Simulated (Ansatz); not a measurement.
Consider B-vacancy pair (B on one host Si site, one Si site vacant) in silicon, charge state +1. Calculation: PBE, PAW (plane waves to 420 eV; Ansatz, a first-principles code).

216-site cell at the relaxed PBE lattice, one k-point at (0.250, 0.250, 0.250), smearing 0.01 eV, spin-restricted, no finite-size correction. Energies are static. The charge state is imposed; whether it is stable for some Fermi level was not computed. Forms of the defect that were not tried may lie lower.

Barriers: single points on a 2×2×2 k-point mesh shifted by half a step at the bands' geometries (they differ from the bands' own by up to 0.10 eV, and are uncertain by about as much).

Relaxed starting cell (atoms counted from 1):

```yaml
crystal:
  lattice:
    - [16.41000, 0.00000, 0.00000]
    - [0.00000, 16.41000, 0.00000]
    - [0.00000, 0.00000, 16.41000]
  atoms:
    - { symbol: B, position: [0.98044, 0.98043, 0.14708] }
    - { symbol: Si, position: [0.00018, 0.00020, 0.50006] }
    - { symbol: Si, position: [0.99975, 0.99974, 0.83340] }
    - { symbol: Si, position: [0.00017, 0.33343, 0.16683] }
    - { symbol: Si, position: [0.00020, 0.33331, 0.49995] }
    - { symbol: Si, position: [0.99992, 0.33198, 0.83461] }
    - { symbol: Si, position: [0.99974, 0.66673, 0.16639] }
    - { symbol: Si, position: [0.99992, 0.66795, 0.49864] }
    - { symbol: Si, position: [0.99977, 0.66705, 0.83370] }
    - { symbol: Si, position: [0.33339, 0.00022, 0.16686] }
    - { symbol: Si, position: [0.33340, 0.00016, 0.50005] }
    - { symbol: Si, position: [0.33200, 0.99992, 0.83463] }
    - { symbol: Si, position: [0.33335, 0.33335, 0.16682] }
    - { symbol: Si, position: [0.33391, 0.33390, 0.50055] }
    - { symbol: Si, position: [0.33330, 0.33328, 0.83403] }
    - { symbol: Si, position: [0.33200, 0.66796, 0.16657] }
    - { symbol: Si, position: [0.33331, 0.66736, 0.49995] }
    - { symbol: Si, position: [0.33314, 0.66681, 0.83347] }
    - { symbol: Si, position: [0.66676, 0.99974, 0.16640] }
    - { symbol: Si, position: [0.66799, 0.99992, 0.49863] }
    - { symbol: Si, position: [0.66707, 0.99976, 0.83372] }
    - { symbol: Si, position: [0.66798, 0.33198, 0.16657] }
    - { symbol: Si, position: [0.66740, 0.33327, 0.49993] }
    - { symbol: Si, position: [0.66682, 0.33311, 0.83345] }
    - { symbol: Si, position: [0.66706, 0.66706, 0.16641] }
    - { symbol: Si, position: [0.66682, 0.66680, 0.49977] }
    - { symbol: Si, position: [0.66646, 0.66644, 0.83309] }
    - { symbol: Si, position: [0.08204, 0.24649, 0.08647] }
    - { symbol: Si, position: [0.08557, 0.25003, 0.41666] }
    - { symbol: Si, position: [0.08344, 0.24998, 0.75034] }
    - { symbol: Si, position: [0.08321, 0.58342, 0.08338] }
    - { symbol: Si, position: [0.08344, 0.58368, 0.41664] }
    - { symbol: Si, position: [0.08318, 0.58365, 0.75031] }
    - { symbol: Si, position: [0.07371, 0.92253, 0.08919] }
    - { symbol: Si, position: [0.08203, 0.91974, 0.41318] }
    - { symbol: Si, position: [0.08322, 0.91673, 0.75008] }
    - { symbol: Si, position: [0.41627, 0.24952, 0.08405] }
    - { symbol: Si, position: [0.41791, 0.25090, 0.41756] }
    - { symbol: Si, position: [0.41699, 0.25010, 0.75069] }
    - { symbol: Si, position: [0.41598, 0.58375, 0.08375] }
    - { symbol: Si, position: [0.41700, 0.58403, 0.41676] }
    - { symbol: Si, position: [0.41666, 0.58358, 0.75024] }
    - { symbol: Si, position: [0.41646, 0.91667, 0.08331] }
    - { symbol: Si, position: [0.41629, 0.91739, 0.41618] }
    - { symbol: Si, position: [0.41599, 0.91710, 0.75042] }
    - { symbol: Si, position: [0.75221, 0.24799, 0.08385] }
    - { symbol: Si, position: [0.75075, 0.24948, 0.41613] }
    - { symbol: Si, position: [0.75061, 0.24974, 0.75032] }
    - { symbol: Si, position: [0.74980, 0.58296, 0.08331] }
    - { symbol: Si, position: [0.75061, 0.58366, 0.41639] }
    - { symbol: Si, position: [0.75018, 0.58319, 0.74984] }
    - { symbol: Si, position: [0.74945, 0.91607, 0.08272] }
    - { symbol: Si, position: [0.75222, 0.91720, 0.41463] }
    - { symbol: Si, position: [0.74981, 0.91666, 0.74961] }
    - { symbol: Si, position: [0.99943, 0.16236, 0.00279] }
    - { symbol: Si, position: [0.00677, 0.16547, 0.33201] }
    - { symbol: Si, position: [0.00023, 0.16651, 0.66694] }
    - { symbol: Si, position: [0.99999, 0.49984, 0.00016] }
    - { symbol: Si, position: [0.00023, 0.50029, 0.33316] }
    - { symbol: Si, position: [0.00000, 0.50002, 0.66667] }
    - { symbol: Si, position: [0.99870, 0.83367, 0.00033] }
    - { symbol: Si, position: [0.99942, 0.83612, 0.32900] }
    - { symbol: Si, position: [0.99999, 0.83352, 0.66648] }
    - { symbol: Si, position: [0.33137, 0.16663, 0.00205] }
    - { symbol: Si, position: [0.33499, 0.16765, 0.33428] }
    - { symbol: Si, position: [0.33372, 0.16678, 0.66739] }
    - { symbol: Si, position: [0.33304, 0.49992, 0.00038] }
    - { symbol: Si, position: [0.33372, 0.50073, 0.33343] }
    - { symbol: Si, position: [0.33343, 0.50031, 0.66697] }
    - { symbol: Si, position: [0.33259, 0.83365, 0.00030] }
    - { symbol: Si, position: [0.33144, 0.83532, 0.33331] }
    - { symbol: Si, position: [0.33304, 0.83373, 0.66658] }
    - { symbol: Si, position: [0.66723, 0.16633, 0.00042] }
    - { symbol: Si, position: [0.66690, 0.16642, 0.33307] }
    - { symbol: Si, position: [0.66761, 0.16668, 0.66641] }
    - { symbol: Si, position: [0.66654, 0.49952, 0.00002] }
    - { symbol: Si, position: [0.66760, 0.49976, 0.33334] }
    - { symbol: Si, position: [0.66683, 0.49993, 0.66658] }
    - { symbol: Si, position: [0.66596, 0.83288, 0.99953] }
    - { symbol: Si, position: [0.66724, 0.83377, 0.33298] }
    - { symbol: Si, position: [0.66655, 0.83337, 0.66618] }
    - { symbol: Si, position: [0.08362, 0.08359, 0.58340] }
    - { symbol: Si, position: [0.08314, 0.08313, 0.91674] }
    - { symbol: Si, position: [0.08361, 0.41674, 0.25024] }
    - { symbol: Si, position: [0.08392, 0.41677, 0.58343] }
    - { symbol: Si, position: [0.08305, 0.41553, 0.91790] }
    - { symbol: Si, position: [0.08314, 0.75006, 0.24979] }
    - { symbol: Si, position: [0.08305, 0.75123, 0.58221] }
    - { symbol: Si, position: [0.08320, 0.75064, 0.91730] }
    - { symbol: Si, position: [0.41675, 0.08360, 0.25026] }
    - { symbol: Si, position: [0.41684, 0.08391, 0.58348] }
    - { symbol: Si, position: [0.41551, 0.08305, 0.91795] }
    - { symbol: Si, position: [0.41682, 0.41680, 0.25056] }
    - { symbol: Si, position: [0.41717, 0.41714, 0.58381] }
    - { symbol: Si, position: [0.41663, 0.41662, 0.91723] }
    - { symbol: Si, position: [0.41555, 0.75125, 0.24970] }
    - { symbol: Si, position: [0.41664, 0.75058, 0.58328] }
    - { symbol: Si, position: [0.41620, 0.75026, 0.91692] }
    - { symbol: Si, position: [0.75012, 0.08313, 0.24978] }
    - { symbol: Si, position: [0.75133, 0.08305, 0.58212] }
    - { symbol: Si, position: [0.75066, 0.08319, 0.91730] }
    - { symbol: Si, position: [0.75131, 0.41549, 0.24970] }
    - { symbol: Si, position: [0.75059, 0.41661, 0.58327] }
    - { symbol: Si, position: [0.75027, 0.41619, 0.91690] }
    - { symbol: Si, position: [0.75066, 0.75065, 0.24984] }
    - { symbol: Si, position: [0.75027, 0.75025, 0.58284] }
    - { symbol: Si, position: [0.74976, 0.74976, 0.91641] }
    - { symbol: Si, position: [0.16235, 0.99943, 0.00281] }
    - { symbol: Si, position: [0.16587, 0.00610, 0.33263] }
    - { symbol: Si, position: [0.16652, 0.00022, 0.66695] }
    - { symbol: Si, position: [0.16665, 0.33144, 0.00198] }
    - { symbol: Si, position: [0.16766, 0.33502, 0.33433] }
    - { symbol: Si, position: [0.16679, 0.33370, 0.66738] }
    - { symbol: Si, position: [0.16634, 0.66721, 0.00041] }
    - { symbol: Si, position: [0.16644, 0.66686, 0.33309] }
    - { symbol: Si, position: [0.16671, 0.66755, 0.66646] }
    - { symbol: Si, position: [0.49983, 0.99999, 0.00018] }
    - { symbol: Si, position: [0.50031, 0.00022, 0.33316] }
    - { symbol: Si, position: [0.50007, 0.99998, 0.66671] }
    - { symbol: Si, position: [0.49992, 0.33302, 0.00039] }
    - { symbol: Si, position: [0.50074, 0.33369, 0.33343] }
    - { symbol: Si, position: [0.50034, 0.33340, 0.66697] }
    - { symbol: Si, position: [0.49954, 0.66654, 0.00003] }
    - { symbol: Si, position: [0.49982, 0.66756, 0.33335] }
    - { symbol: Si, position: [0.49995, 0.66681, 0.66659] }
    - { symbol: Si, position: [0.83369, 0.99869, 0.00033] }
    - { symbol: Si, position: [0.83620, 0.99944, 0.32901] }
    - { symbol: Si, position: [0.83353, 0.99998, 0.66648] }
    - { symbol: Si, position: [0.83365, 0.33259, 0.00029] }
    - { symbol: Si, position: [0.83542, 0.33136, 0.33326] }
    - { symbol: Si, position: [0.83375, 0.33301, 0.66655] }
    - { symbol: Si, position: [0.83288, 0.66595, 0.99952] }
    - { symbol: Si, position: [0.83376, 0.66720, 0.33298] }
    - { symbol: Si, position: [0.83339, 0.66653, 0.66618] }
    - { symbol: Si, position: [0.25007, 0.25011, 0.25223] }
    - { symbol: Si, position: [0.25093, 0.25091, 0.58456] }
    - { symbol: Si, position: [0.24949, 0.24949, 0.91736] }
    - { symbol: Si, position: [0.25000, 0.58369, 0.25008] }
    - { symbol: Si, position: [0.25012, 0.58403, 0.58364] }
    - { symbol: Si, position: [0.24975, 0.58368, 0.91725] }
    - { symbol: Si, position: [0.24646, 0.91981, 0.24871] }
    - { symbol: Si, position: [0.24954, 0.91739, 0.58294] }
    - { symbol: Si, position: [0.24799, 0.91720, 0.91886] }
    - { symbol: Si, position: [0.58371, 0.24998, 0.25008] }
    - { symbol: Si, position: [0.58406, 0.25010, 0.58362] }
    - { symbol: Si, position: [0.58369, 0.24974, 0.91725] }
    - { symbol: Si, position: [0.58369, 0.58365, 0.24982] }
    - { symbol: Si, position: [0.58360, 0.58358, 0.58330] }
    - { symbol: Si, position: [0.58320, 0.58319, 0.91682] }
    - { symbol: Si, position: [0.58344, 0.91674, 0.24986] }
    - { symbol: Si, position: [0.58378, 0.91710, 0.58262] }
    - { symbol: Si, position: [0.58296, 0.91667, 0.91646] }
    - { symbol: Si, position: [0.91996, 0.24637, 0.24873] }
    - { symbol: Si, position: [0.91742, 0.24952, 0.58290] }
    - { symbol: Si, position: [0.91719, 0.24799, 0.91884] }
    - { symbol: Si, position: [0.91674, 0.58342, 0.24986] }
    - { symbol: Si, position: [0.91711, 0.58374, 0.58262] }
    - { symbol: Si, position: [0.91667, 0.58296, 0.91645] }
    - { symbol: Si, position: [0.92255, 0.92253, 0.24035] }
    - { symbol: Si, position: [0.91665, 0.91666, 0.58313] }
    - { symbol: Si, position: [0.91608, 0.91607, 0.91609] }
    - { symbol: Si, position: [0.16557, 0.16579, 0.17307] }
    - { symbol: Si, position: [0.16764, 0.16767, 0.50165] }
    - { symbol: Si, position: [0.16644, 0.16643, 0.83353] }
    - { symbol: Si, position: [0.16652, 0.50029, 0.16687] }
    - { symbol: Si, position: [0.16679, 0.50073, 0.50036] }
    - { symbol: Si, position: [0.16671, 0.49978, 0.83422] }
    - { symbol: Si, position: [0.16235, 0.83613, 0.16608] }
    - { symbol: Si, position: [0.16667, 0.83529, 0.49812] }
    - { symbol: Si, position: [0.16634, 0.83376, 0.83388] }
    - { symbol: Si, position: [0.50030, 0.16651, 0.16687] }
    - { symbol: Si, position: [0.50075, 0.16677, 0.50035] }
    - { symbol: Si, position: [0.49979, 0.16669, 0.83423] }
    - { symbol: Si, position: [0.50005, 0.50003, 0.16663] }
    - { symbol: Si, position: [0.50034, 0.50030, 0.50006] }
    - { symbol: Si, position: [0.49995, 0.49993, 0.83346] }
    - { symbol: Si, position: [0.49983, 0.83353, 0.16664] }
    - { symbol: Si, position: [0.49994, 0.83373, 0.49968] }
    - { symbol: Si, position: [0.49954, 0.83337, 0.83320] }
    - { symbol: Si, position: [0.83619, 0.16237, 0.16608] }
    - { symbol: Si, position: [0.83545, 0.16661, 0.49798] }
    - { symbol: Si, position: [0.83377, 0.16633, 0.83386] }
    - { symbol: Si, position: [0.83352, 0.49984, 0.16663] }
    - { symbol: Si, position: [0.83375, 0.49990, 0.49967] }
    - { symbol: Si, position: [0.83339, 0.49952, 0.83318] }
    - { symbol: Si, position: [0.83369, 0.83367, 0.16534] }
    - { symbol: Si, position: [0.83365, 0.83364, 0.49923] }
    - { symbol: Si, position: [0.83288, 0.83287, 0.83260] }
    - { symbol: Si, position: [0.24634, 0.08210, 0.08659] }
    - { symbol: Si, position: [0.25014, 0.08559, 0.41681] }
    - { symbol: Si, position: [0.25000, 0.08343, 0.75035] }
    - { symbol: Si, position: [0.24954, 0.41627, 0.08405] }
    - { symbol: Si, position: [0.25093, 0.41792, 0.41757] }
    - { symbol: Si, position: [0.25012, 0.41697, 0.75069] }
    - { symbol: Si, position: [0.24800, 0.75219, 0.08384] }
    - { symbol: Si, position: [0.24951, 0.75068, 0.41615] }
    - { symbol: Si, position: [0.24975, 0.75060, 0.75035] }
    - { symbol: Si, position: [0.58344, 0.08321, 0.08339] }
    - { symbol: Si, position: [0.58372, 0.08343, 0.41663] }
    - { symbol: Si, position: [0.58370, 0.08317, 0.75032] }
    - { symbol: Si, position: [0.58377, 0.41596, 0.08375] }
    - { symbol: Si, position: [0.58406, 0.41696, 0.41675] }
    - { symbol: Si, position: [0.58360, 0.41664, 0.75024] }
    - { symbol: Si, position: [0.58296, 0.74982, 0.08332] }
    - { symbol: Si, position: [0.58371, 0.75060, 0.41639] }
    - { symbol: Si, position: [0.58321, 0.75016, 0.74985] }
    - { symbol: Si, position: [0.92255, 0.07370, 0.08919] }
    - { symbol: Si, position: [0.92002, 0.08211, 0.41294] }
    - { symbol: Si, position: [0.91675, 0.08320, 0.75008] }
    - { symbol: Si, position: [0.91664, 0.41649, 0.08329] }
    - { symbol: Si, position: [0.91741, 0.41625, 0.41617] }
    - { symbol: Si, position: [0.91711, 0.41596, 0.75039] }
    - { symbol: Si, position: [0.91608, 0.74943, 0.08272] }
    - { symbol: Si, position: [0.91719, 0.75218, 0.41464] }
    - { symbol: Si, position: [0.91667, 0.74981, 0.74960] }
```
Cell charge +1.

End state 1 differs by these moves (Å; atoms that move under 0.08 Å are left out):

```csv
atom,element,Δx,Δy,Δz
1,B,0.29,0.30,0.30
28,Si,0.01,0.04,-0.07
29,Si,-0.14,-0.01,-0.02
35,Si,0.01,-0.07,0.04
56,Si,1.27,-1.72,-1.72
109,Si,-0.04,-0.11,-0.03
112,Si,-0.08,-0.07,-0.04
141,Si,0.06,-0.07,0.00
153,Si,-0.02,0.04,0.09
159,Si,0.07,0.04,0.00
162,Si,-0.03,-0.02,-0.12
163,Si,-0.08,-0.04,-0.08
189,Si,0.06,0.00,-0.07
207,Si,0.07,0.00,0.04
208,Si,-0.03,0.09,0.05
```

Question: Predict the forward and backward barriers to end state 1 from PBE, PAW.

Answer: forward 0.96 eV, backward 0.96 eV; at the saddle point atom 56 has neighbours B at 2.90; 2 Si at 2.48, Si at 2.98 Å. The program found a first-order saddle point.

End state 2 differs by these moves (Å; atoms that move under 0.08 Å are left out):

```csv
atom,element,Δx,Δy,Δz
1,B,2.01,2.01,2.01
34,Si,0.06,-0.08,-0.08
56,Si,0.05,-0.07,-0.07
109,Si,-0.08,0.06,-0.08
159,Si,-0.07,-0.07,0.05
162,Si,-0.08,-0.08,0.06
207,Si,-0.08,0.06,-0.08
```

Question: What forward and backward barriers to end state 2 does PBE, PAW give?

Answer: forward 2.33 eV, backward 2.33 eV; at the saddle point atom 1 has neighbours 2 Si at 2.17, Si at 2.55, Si at 2.56 Å. The program found a first-order saddle point.
